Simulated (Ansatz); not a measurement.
# Band gap (eV)

Cell A: PbS (rock salt, Fm-3m), 2 atoms in the cell, k-point mesh 10×10×10 on the run's own vectors. Conventional cell: a = b = c = 6.009 Å, α = β = γ = 90.00°.

Cell B: PbSe (rock salt, Fm-3m), 2 atoms in the cell, k-point mesh 10×10×10 on the run's own vectors. Conventional cell: a = b = c = 6.218 Å, α = β = γ = 90.00°.

Cell C: PbTe (rock salt, Fm-3m), 2 atoms in the cell, k-point mesh 10×10×10 on the run's own vectors. Conventional cell: a = 6.570 Å, b = 6.570 Å, c = 6.570 Å, α = 90.00°, β = 90.00°, γ = 90.00°.

Computed with Ansatz (plane waves, PAW), its PAW set soft_1, cutoff 420 eV, 500 eV for r2SCAN. The structures are at rest with PBE; other levels are single points on them. HSE06 runs on coarser k-point meshes, which give the PBE gaps of the finer ones within 0.03 eV. Neutral cells; Fermi-Dirac smearing of at most 0.05 eV in the solids, energies taken to zero width. The lattices are those relaxed with PBE, so at other levels the solids can be strained, which adds to the spread. Spin-orbit coupling is left out. A dispersion term ran beside these levels; it doesn't touch the electrons. Gaps are highest filled to lowest empty Kohn-Sham level on the run's k-point mesh, states of defects and surfaces included; edges off the mesh make the true gap smaller, and under 0.08 eV counts as none.

```csv
cell,PBE,r2SCAN,HSE06
A,0.50 (direct),0.76 (direct),___
B,0.44 (direct),0.73 (direct),0.87
C,0.83 (direct),1.13 (direct),___
```

Q: Fill in the missing entries.

A: 
- A, HSE06: 0.95
- C, HSE06: 1.24

Ansatz is a quantum-chemistry and plane-wave program.
